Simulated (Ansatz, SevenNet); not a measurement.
## How the equilibrium volume per atom of C11b WSi₂ moves with the method

No measured value is used here.

```json
[
 {"level (code)": "SevenNet-0 (SevenNet)", "value (Å³/atom)": "[?]"},
 {"level (code)": "LDA (Ansatz)", "value (Å³/atom)": "[?]"},
 {"level (code)": "BLYP (Ansatz)", "value (Å³/atom)": "14.30"},
 {"level (code)": "PBE (Ansatz)", "value (Å³/atom)": "13.67"},
 {"level (code)": "PBEsol (Ansatz)", "value (Å³/atom)": "13.36"},
 {"level (code)": "PBEsol-D3(BJ) (Ansatz)", "value (Å³/atom)": "[?]"},
 {"level (code)": "rVV10 (Ansatz)", "value (Å³/atom)": "13.82"},
 {"level (code)": "r²SCAN+rVV10 (Ansatz)", "value (Å³/atom)": "13.35"},
 {"level (code)": "HSE06 (Ansatz)", "value (Å³/atom)": "13.36"}
]
```

Q: Complete the blanks.

A: 
- SevenNet-0 (SevenNet), value (Å³/atom): 13.70
- LDA (Ansatz, a program for electronic structure), value (Å³/atom): 13.14
- PBEsol-D3(BJ) (Ansatz), value (Å³/atom): 12.98

Density-functional levels without +SOC have no spin–orbit coupling. HSE06: hybrids on metals are sensitive to the k mesh and can open a false gap. Cutoffs and k meshes differ between the levels. Ansatz's density-functional and Hartree–Fock values are scalar-relativistic unless marked +SOC, with PAW data made under PBE.

Machine-learned potentials (SevenNet-0) are trained on DFT data, which may include these solids.
